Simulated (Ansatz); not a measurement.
Worked calculations on one periodic cell of amorphous Hf$_{18}$O$_{37}$Li$_{2}$: Hf18O37Li2, 57 atoms, volume 722.2 Å³, made by a melt-quench on the CHGNet potential and relaxed with DFT. O atoms were pushed apart under 1.9 Å during the dynamics, to hinder bonds among them. It is a model cell: composition and starting density were chosen by hand, and all elements were melted together. Cycles of charging were run to anneal it. These are PBE, scalar-relativistic without spin-orbit coupling (plane waves to 420 eV, PAW; Ansatz, an electronic-structure program) values and carry that method's errors. Sampling: a 2×2×2 Γ-centred mesh; Fermi-Dirac width 0.02 eV; no spin polarisation. Its volume was held where the quench left it, its shape was free, and it stands at a mean pressure of 1.3 GPa with stress components up to 1.3 GPa; the relaxation ran on the zone centre alone. Its density went from a set 8.78 to 8.78 g/cm³. The cell is small and was quenched far faster than a real film, so it is one sample of the glass.

Q: Count formal charges (Hf +4, O -2, Li +1). What does the count lead one to expect at the Fermi level, and what does the calculation give?

A: 18 × (+4) + 37 × (-2) + 2 × (+1) = 0. The charges balance, so the anion-derived valence states can be full and a gap can open. On this mesh the highest filled and lowest empty level lie 4.13 eV apart, the PBE gap of this cell.

Four energies for an added electron at PBE on the zone centre alone (charged cells in a uniform background, spin-polarised): neutral at the neutral geometry -304480.820 eV; charged at the neutral geometry -304464.949 eV; charged and relaxed -304465.409 eV; neutral at the charged geometry -304480.043 eV.

Q: Find the two relaxation energies and their sum, the reorganisation energy.

A: On charging: -304464.949 − (-304465.409) = 0.460 eV. On discharging: -304480.043 − (-304480.820) = 0.777 eV. The sum is 1.237 eV. The carrier's level spreads over 10 of the 57 atoms' worth, so it counts as partly localised, most on one Hf atom with neighbours O 1.98 Å, O 2.01 Å, O 2.11 Å, O 2.13 Å, O 2.17 Å, O 2.19 Å (neutral geometry). The values are uncorrected: the image energy of a point charge in this cell, 2.84 × 14.40 / (2 × 9.0) = 2.3 eV before screening, is screened by electrons alone at the fixed geometry and by ions too after relaxing, and the carrier can be spread before it relaxes, so each term can be off by up to that value times 1/ε∞, some tenths of an eV. PBE's self-interaction favours spread-out carriers, so a hybrid can localise more.

Four energies for a hole at PBE on the zone centre alone (charged cells in a uniform background, spin-polarised): neutral at the neutral geometry -304480.820 eV; charged at the neutral geometry -304492.460 eV; charged and relaxed -304492.822 eV; neutral at the charged geometry -304479.800 eV.

Q: Find the two relaxation energies and their sum, the reorganisation energy.

A: On charging: -304492.460 − (-304492.822) = 0.362 eV. On discharging: -304479.800 − (-304480.820) = 1.020 eV. The sum is 1.382 eV. The carrier's level spreads over 3 of the 57 atoms' worth, so it counts as localised, most on one O atom with neighbours Li 1.97 Å, Hf 2.00 Å, Hf 2.41 Å, Hf 2.55 Å, Hf 2.65 Å (neutral geometry). The values are uncorrected: the image energy of a point charge in this cell, 2.84 × 14.40 / (2 × 9.0) = 2.3 eV before screening, is screened by electrons alone at the fixed geometry and by ions too after relaxing, and the carrier can be spread before it relaxes, so each term can be off by up to that value times 1/ε∞, some tenths of an eV. PBE's self-interaction favours spread-out carriers, so a hybrid can localise more.
